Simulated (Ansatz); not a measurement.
The parent structure is HgS in the zinc blende structure (space group F-43m, No. 216; a = 5.876 Å). Axes: x, y, z lie along the cube axes.

Calculations: PBEsol (Ansatz, an electronic-structure program), spin-orbit coupling left out.

Base values:

The shortest interatomic distance is 2.544 Å.

The change: biaxial strain +1.00 %, plane normal [001], relaxed out of plane (Cartesian); in-plane vectors clamped, the third vector and the atoms free.

### Question
Estimate the effect on the shortest interatomic distance and energy relative to the base.

### Answer
The shortest interatomic distance grows by 0.004 Å (2.544 Å → 2.548 Å); the energy goes up by 0.6 meV/atom.

No phonon test of stability was made. The final runs are not spin-polarised.
